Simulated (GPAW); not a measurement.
**Several settings converged on MoW (Cmm2, 2 atoms in the cell)**

```
MoW
1.0
    1.57139    -2.22313     0.00000
    1.57139     2.22313     0.00000
    0.00000     0.00000     4.46416
Mo W
1 1
Direct
  0.00000   0.00000   0.01120
  0.50000   0.50000   0.50000
```

Base method: PBEsol, GPAW PAW datasets PBEsol (made by gpaw-setup) (plane waves; GPAW).

Base settings: mode = pw; ecut = 600 eV; xc = PBEsol; kpts = 6 6 4; mesh shift (steps) = 0 0 0; occupations.name = fermi-dirac; occupations.width = 0.1 eV; nbands = -6; symmetry.symmorphic = false; symmetry.tolerance = 0.0005.

The count of work is k-points × plane waves × bands × iterations; it is no time. Core times come from one kind of shared machine, to one figure; runs under 30 s give none.

**The k-point mesh**

Only quantities that move along the ladder and can be compared are tabulated.

```tsv
kpts	free energy less the last step's (meV/atom)	pressure (GPa)	largest difference of a force vector from the last step's (eV/Å)	count of work / last
2 2 2	135.34	-5.54	0.125	0.027
3 3 2	138.14	1.54	0.290	0.031
4 4 2	-59.47	-4.41	0.032	0.048
5 5 3	-5.18	-1.13	0.019	0.069
6 6 4	-29.05	-1.91	0.042	0.15
7 7 4	12.70	-1.71	0.020	0.21
9 9 5	-8.96	-2.00	0.036	0.29
13 13 8	0.00	-1.63	0.000	1.0
```

Coarsest kpts that holds the free energy within 2 meV/atom: not settled: the last two steps still differ by 9.0 meV/atom, over half the tolerance, so the ladder does not show it.

Coarsest kpts that holds the pressure within 1 GPa of the last step, with all finer ones: 5 5 3, at 0.069 of the last step's count of work; the step before is off by 2.8 GPa.

Coarsest kpts that holds the forces within 0.01 eV/Å: not settled: the last two steps still differ by 0.036 eV/Å, over half the tolerance, so the ladder does not show it.

**The k-point mesh at a smearing width of 0.3 eV**

In this ladder: occupations.width = 0.3 eV.

Only quantities that move along the ladder and can be compared are tabulated.

| kpts | free energy less the last step's (meV/atom) | pressure (GPa) | largest difference of a force vector from the last step's (eV/Å) | count of work / last | core time / last (rough) |
|---|---|---|---|---|---|
| 5 5 3 | -13.68 | -1.40 | 0.015 | 0.023 | – |
| 7 7 4 | 7.05 | -0.76 | 0.008 | 0.061 | – |
| 8 8 5 | 3.53 | -0.81 | 0.017 | 0.095 | 0.1 |
| 12 12 7 | -0.38 | -0.93 | 0.002 | 0.22 | 0.2 |
| 17 17 10 | -0.03 | -0.92 | 0.000 | 0.63 | 0.6 |
| 20 20 12 | 0.00 | -0.91 | 0.000 | 1.0 | 1 |

Coarsest kpts that holds the forces within 0.01 eV/Å of the last step, with all finer ones: 12 12 7, at 0.22 of the last step's count of work and about 0.2 of the last step's time; the step before is off by 0.017 eV/Å.

Coarsest kpts that holds the free energy within 2 meV/atom of the last step, with all finer ones: 12 12 7, at 0.22 of the last step's count of work and about 0.2 of the last step's time; the step before is off by 3.5 meV/atom.

Coarsest kpts that holds the pressure within 0.2 GPa of the last step, with all finer ones: 7 7 4, at 0.061 of the last step's count of work; the step before is off by 0.48 GPa.

**The SCF threshold**

Moved along: convergence.density, convergence.eigenstates.

The mesh stays at the base's, so the ladder's end is converged at best in this setting alone.

Only quantities that move along the ladder and can be compared are tabulated.

| convergence.energy | pressure (GPa) | largest difference of a force vector from the last step's (eV/Å) | count of work / last | core time / last (rough) |
|---|---|---|---|---|
| 0.004 eV/electron | -1.66 | 0.023 | 0.14 | – |
| 4e-05 eV/electron | -1.90 | 0.001 | 0.20 | – |
| 4e-07 eV/electron | -1.89 | 0.000 | 0.26 | – |
| 4e-09 eV/electron | -1.89 | 0.000 | 0.40 | 0.4 |
| 4e-12 eV/electron | -1.89 | 0.000 | 0.52 | 0.5 |
| 4e-14 eV/electron | -1.89 | 0.000 | 1.0 | 1 |

Coarsest convergence.energy that holds the forces within 0.02 eV/Å of the last step, with all finer ones: 4e-05 eV/electron, at 0.20 of the last step's count of work; the step before is off by 0.023 eV/Å.

Coarsest convergence.energy that holds the pressure within 0.05 GPa of the last step, with all finer ones: 4e-05 eV/electron, at 0.20 of the last step's count of work; the step before is off by 0.24 GPa.

On the base run: the starting cell comes from a database of computed structures (which also holds hypothetical and non-ambient phases and stackings), without a prior relaxation at this level. Its lattice was rescaled by up to half a per cent. One atom was moved a little off its site on purpose. Spin polarisation is off. Without a gap this mesh is coarse (it stands for a supercell whose shortest vector is 16 Å).
